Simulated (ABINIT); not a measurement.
# ABINIT run on Pt (Fm-3m, 1 atom in the cell): self-consistent single point

Level of theory: PBEsol, PAW (JTH v2.0 PBE PAW, files made for PBE) (plane waves; ABINIT 10.0.3).

Input:

```
# Pt, JTH v2.0 PBE PAW
pp_dirpath "./"
pseudos "Pt.GGA_PBE-JTH.xml"
acell 5.2223394159 5.2223394159 5.2223394159
rprim
         0.0000000000    0.7071067812    0.7071067812
         0.7071067812    0.0000000000    0.7071067812
         0.7071067812    0.7071067812    0.0000000000
natom 1
ntypat 1
znucl 78
typat 1
xred    0.0000000000    0.0000000000    0.0000000000
ecut 21
pawecutdg 42
pawxcdev 0
ixc -116133
occopt 7
tsmear 0.00367493
nband 10
kptopt 1
ngkpt 10 10 10
nshiftk 1
shiftk 0 0 0
nstep 60
toldfe 1.0e-09
prtwf 0
prtden 0
```

Output, abridged:

```
 Symmetries : space group Fm -3 m (#225); Bravais cF (face-center cubic)

 -outvars: echo values of preprocessed input variables --------
            acell      5.2223394159E+00  5.2223394159E+00  5.2223394159E+00 Bohr
             ecut      2.10000000E+01 Hartree
              ixc     -116133
         kptrlatt       10    0    0      0   10    0      0    0   10
          kptrlen      5.22233942E+01
            natom           1
            nband          10
            ngfft          24      24      24
          ngfftdg          32      32      32
             nkpt          47
            nstep          60
             nsym          48
           ntypat           1
           occopt           7
        pawecutdg      4.20000000E+01 Hartree
         pawxcdev           0
            rprim      0.0000000000E+00  7.0710678120E-01  7.0710678120E-01
                       7.0710678120E-01  0.0000000000E+00  7.0710678120E-01
                       7.0710678120E-01  7.0710678120E-01  0.0000000000E+00
          spgroup         225
           toldfe      1.00000000E-09 Hartree
           tsmear      3.67493000E-03 Hartree
            typat      1
           useylm           1
            znucl       78.00000

== DATASET  1 ==================================================================

 Real(R)+Recip(G) space primitive vectors, cartesian coordinates (Bohr,Bohr^-1):
 R(1)=  0.0000000  3.6927516  3.6927516  G(1)= -0.1354004  0.1354004  0.1354004
 R(2)=  3.6927516  0.0000000  3.6927516  G(2)=  0.1354004 -0.1354004  0.1354004
 R(3)=  3.6927516  3.6927516  0.0000000  G(3)=  0.1354004  0.1354004 -0.1354004
 Unit cell volume ucvol=  1.0071178E+02 bohr^3
 Angles (23,13,12)=  6.00000000E+01  6.00000000E+01  6.00000000E+01 degrees

 Coarse grid specifications (used for wave-functions):

 getcut: wavevector=  0.0000  0.0000  0.0000  ngfft=  24  24  24
         ecut(hartree)=     21.000   => boxcut(ratio)=   2.22778

 Fine grid specifications (used for densities):

 getcut: wavevector=  0.0000  0.0000  0.0000  ngfft=  32  32  32
         ecut(hartree)=     42.000   => boxcut(ratio)=   2.10037

   3.18926860E+02                                ecore*ucvol(ha*bohr**3)

_setup2: Arith. and geom. avg. npw (full set) are     462.933     462.902

--- !BeginCycle
solver: {iscf: 17, nstep: 60, nline: 4, wfoptalg: 10, }
tolerances: {toldfe: 1.00E-09, }
...

     iter   Etot(hartree)      deltaE(h)  residm     nres2
 ETOT  1  -26.936985487641    -2.694E+01 4.640E-01 1.372E+01
 ETOT  2  -27.102687962726    -1.657E-01 6.087E-02 7.776E+00
 ETOT  3  -27.069117897748     3.357E-02 1.181E-02 9.835E-01
 ETOT  4  -27.068193307208     9.246E-04 4.549E-03 1.624E-01
 ETOT  5  -27.068407880528    -2.146E-04 2.490E-03 3.872E-02
 ETOT  6  -27.068464584929    -5.670E-05 1.184E-03 2.357E-02
   [... 5 lines left out ...]
 ETOT 12  -27.068484184712     7.905E-09 2.234E-04 1.395E-07
 ETOT 13  -27.068484187227    -2.515E-09 1.191E-04 5.459E-07
 ETOT 14  -27.068484186205     1.022E-09 1.038E-04 6.028E-09
 ETOT 15  -27.068484186307    -1.022E-10 6.365E-05 1.378E-08
 ETOT 16  -27.068484186335    -2.822E-11 4.775E-05 1.978E-08

 At SCF step   16, etot is converged :
  for the second time, diff in etot=  2.822E-11 < toldfe=  1.000E-09

 Cartesian components of stress tensor (hartree/bohr^3)
  sigma(1 1)= -1.29445635E-04  sigma(3 2)=  0.00000000E+00
  sigma(2 2)= -1.29445635E-04  sigma(3 1)=  0.00000000E+00
  sigma(3 3)= -1.29445635E-04  sigma(2 1)=  0.00000000E+00

 ----iterations are completed or convergence reached----

 reduced coordinates (array xred) for    1 atoms
       0.000000000000      0.000000000000      0.000000000000
 cartesian forces (eV/Angstrom) at end:
    1     -0.00000000000000    -0.00000000000000    -0.00000000000000
 frms,max,avg= 0.0000000E+00 0.0000000E+00   0.000E+00  0.000E+00  0.000E+00 e/A
 length scales=  5.222339415900  5.222339415900  5.222339415900 bohr
              =  2.763542994415  2.763542994415  2.763542994415 angstroms
 Fermi (or HOMO) energy (hartree) =   0.34274   Average Vxc (hartree)=  -0.46222
 Eigenvalues (hartree) for nkpt=  47  k points:
 kpt#   1, nband= 10, wtk=  0.00100, kpt=  0.0000  0.0000  0.0000 (reduced coord)
  -0.04067    0.20014    0.20014    0.20014    0.28144    0.28144    0.91053    1.09301
   1.09301    1.09301
      occupation numbers for kpt#   1
   2.00000    2.00000    2.00000    2.00000    2.00000    2.00000    0.00000    0.00000
   0.00000    0.00000
 prteigrs : prtvol=0 or 1, do not print more k-points.

--- !EnergyTerms
comment             : Components of total free energy in Hartree
kinetic             :  8.20120463362645E+00
hartree             :  1.98875096825142E+00
xc                  : -2.90635239844912E+00
Ewald energy        : -3.10396050999542E+01
psp_core            :  3.16672835558317E+00
local_psp           : -8.84870417415830E+00
spherical_terms     :  2.36958923906494E+00
internal            : -2.70683884760357E+01
'-kT*entropy'       : -2.10103926923397E-04
total_energy        : -2.70685985799626E+01
total_energy_eV     : -7.36574026511613E+02
...

-Cartesian components of stress tensor (GPa)         [Pressure=  3.8084E+00 GPa]
- sigma(1 1)= -3.80842141E+00  sigma(3 2)=  0.00000000E+00
- sigma(2 2)= -3.80842141E+00  sigma(3 1)=  0.00000000E+00
- sigma(3 3)= -3.80842141E+00  sigma(2 1)=  0.00000000E+00

 Calculation completed.
```

The run converged in 16 iterations.

The starting cell has typed, rounded lattice constants, without a prior relaxation at this level. Its lattice was rescaled by up to half a per cent. Spin polarisation is off. The potentials were made for another functional than the one used. With a pressure of about 4 GPa the cell is away from its equilibrium volume at this level.
